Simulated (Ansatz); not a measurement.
What isotropic strain −1.00 % does to BeTe

Base system: BeTe in the zinc blende structure (space group F-43m, No. 216; a = 5.657 Å).

Perturbation: an isotropic linear strain of −1.00 %, atoms relaxed at fixed cell.

Level of theory: r2SCAN in Ansatz (plane waves to 500 eV, PAW, no spin-orbit coupling). Γ-centred 10×10×10 mesh, Fermi–Dirac width 0.05 eV.

The volume per atom shrinks by 0.672 Å³ to 21.95 Å³ and the energy increases by 3.9 meV/atom. The pressure increases by 19.0 kbar to 19.1 kbar and the band gap falls by 0.07 eV, from 2.37 eV to 2.30 eV. The gap character stays indirect, Γ → X and the smallest direct gap shrinks by 0.03 eV (4.04 eV → 4.01 eV). The mean gap deformation potential ΔEg/Δln V is +2.5 eV and the width of the top valence band rises by 0.15 eV (3.23 eV → 3.38 eV). The electron mass becomes 1.9 mₑ along k, 0.25 mₑ across (at X) (base: 2.1 mₑ along k, 0.25 mₑ across (at X)) and the hole mass (degenerate bands, along [100]) becomes 0.21, 0.33, 0.33 mₑ (at Γ) (base: 0.21, 0.35, 0.35 mₑ (at Γ)). The valley order (the lowest conduction-band minima on the path, energy above the VBM, named in the base's zone) goes from X along ⟨100⟩ 2.37 eV; L along ⟨111⟩ 3.51 eV to X along ⟨100⟩ 2.30 eV; L along ⟨111⟩ 3.60 eV.

Cost of the whole job for the changed cell (relaxation, final SCF and bands): about 25 core-seconds (a rough figure).

With Te present, leaving out spin-orbit coupling can change the band edges. Masses are band curvatures over ±0.01 Å⁻¹ around the edge. Along k means along the line from Γ to the band edge. No phonon test of stability was made.

Ansatz is a first-principles code.
